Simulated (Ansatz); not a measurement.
# Hypothetical zinc blende HgO, thickness series

Take HgO in the zinc blende structure (space group F-43m, No. 216; a = 5.293 Å; a hypothetical phase, not in the database extracts checked) as the base. Axes: x, y, z lie along the cube axes.

Free-standing slabs (2 atom(s) a layer) normal to [110] with 15 Å of vacuum; in-plane cell held at bulk.

Computed with PBE (Ansatz, a quantum-chemistry and plane-wave program, PAW, scalar-relativistic without spin-orbit coupling), earlier PAW set.

Notes on the quantities. excess energy per area of both faces: slab less bulk energy over the cell's area: twice a surface energy; uncertain by up to 0.1 J/m²; layer's space group: with vacuum.

| variant | excess energy per area of both faces | layer's space group | shortest interatomic distance | band gap |
|---|---|---|---|---|
| base | – | – | 2.292 Å | zero |
| 1 layer | – | Pmm2 (No. 25) | 1.943 Å | 1.68 eV |
| 2 layers | 0.43 J/m² | Pmn2_1 (No. 31) | 1.976 Å | 1.51 eV |
| 3 layers | 0.54 J/m² | Pmm2 (No. 25) | 1.984 Å | 1.23 eV |
| 4 layers | 0.6 J/m² | Pmn2_1 (No. 31) | 2.018 Å | 0.52 eV |
| 5 layers | 0.6 J/m² | Pmm2 (No. 25) | 2.017 Å | 0.31 eV |
| 6 layers | 0.6 J/m² | Pmn2_1 (No. 31) | 2.018 Å | 0.22 eV |
| 7 layers | 0.6 J/m² | Pmm2 (No. 25) | 2.017 Å | 0.18 eV |

Slab and bulk use different k-meshes, which limits the precision of the excess energy. With Hg present, leaving out spin-orbit coupling can change the band edges. Whether these cells are dynamically stable was not tested. All final runs are without spin polarisation. A zero or small gap of HgO can be the functional's error rather than a property of the material.
